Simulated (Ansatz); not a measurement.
Fluorite AuAl₂ was calculated with r²SCAN+SOC (PAW; Ansatz, a program for electronic structure).

Run with plane-wave cutoff 560 eV, 16×16×16 k mesh, Fermi–Dirac smearing 0.05 eV, PAW data made under PBE.

Computed points:

```tsv
V (Å³/atom)	E − E_lowest (meV/atom)	P (GPa)
16.880	27.43	8.64
17.239	11.72	5.43
17.598	2.82	2.56
17.957	0.00	0.00
18.316	2.61	-2.29
18.676	10.08	-4.33
19.035	21.86	-6.15
```

Q: Fit the third-order Birch–Murnaghan equation and give B0 and B′.

A: V0 = 17.957 Å³/atom, B0 = 121 GPa, B′ = 4.7 (fit to the energies at full precision).

Static lattice: no zero-point or thermal effects.

The result took about 23 core-minutes (a rough figure).
